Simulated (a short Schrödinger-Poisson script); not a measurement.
Stack: gated Al0.33Ga0.67As/GaAs δ-doped gas in a quantum well, at 77 K.

```csv
layer,material,thickness (nm),Na (cm⁻³)
1,Al0.33Ga0.67As,20,-
2,Al0.33Ga0.67As,3,-
3,GaAs,20,-
4,Al0.33Ga0.67As,4000,3e15
```

The device is made up for the run: typed textbook-type constants, with dimensions and the other settings drawn at random. Al0.33Ga0.67As: permittivity 11.96, conduction-band edge (eV) 0.261, gap (eV) 1.836, electron mass (mₑ) 0.0944, Nv at 300 K (cm⁻³) 9e18. GaAs: permittivity 12.9, conduction-band edge (eV) 0, gap (eV) 1.424, Nv at 300 K (cm⁻³) 9e18.

Channel valleys (confinement mass, in-plane density-of-states mass, number): Γ 0.067, 0.067, 1. At the gate the conduction-band edge of layer 1 lies 1.01 eV − eVg above the Fermi level of the channel; the field vanishes at the back. Sheet of ionised δ-doping: +4.4e12 e/cm² at 20 nm from the gate. The barrier under the gate holds no holes. Gaps are held at their typed values at every temperature. Mesh 0.08 nm at interfaces.

Solved with a short Schrödinger-Poisson script written for these runs: 1D Poisson equation in equilibrium, electrons quantum, Hartree (BenDaniel-Duke, 40 states a valley, the channel's in-plane mass for all, wave functions free to enter the barrier), parabolic valleys, classical holes, full ionisation, no traps, pinning or gate leakage.

The same stack at other levels of the model or other numerical settings:

| run | sheet density of all electrons at Vg = 0.5 V (cm⁻²) | sheet density of all electrons at Vg = 0 V (cm⁻²) | capacitance at Vg = 0.5 V (μF/cm²) | centroid of the channel electrons at Vg = 0.5 V (nm) | rough cost against the base |
|---|---|---|---|---|---|
| base | 2.34e12 | 1.08e12 | 0.420 | 4.26 | about 1 |
| electrons treated as classical, Boltzmann | 2.72e12 | 1.31e12 | 0.454 | 0.70 | 0.02 |
| electrons treated as classical, Fermi-Dirac | 2.36e12 | 1.11e12 | 0.438 | 3.79 | 0.08 |
| electrons treated as quantum, Hartree plus LDA exchange-correlation | 2.38e12 | 1.11e12 | 0.421 | 4.06 | 2 |
| mesh six times as coarse | 2.34e12 | 1.08e12 | 0.421 | 4.19 | 0.2 |
| one subband a valley | 2.31e12 | 1.08e12 | 0.406 | 3.67 | 0.3 |

The classical rows ignore confinement, and Boltzmann statistics overrate the density once the band edge passes the Fermi level.
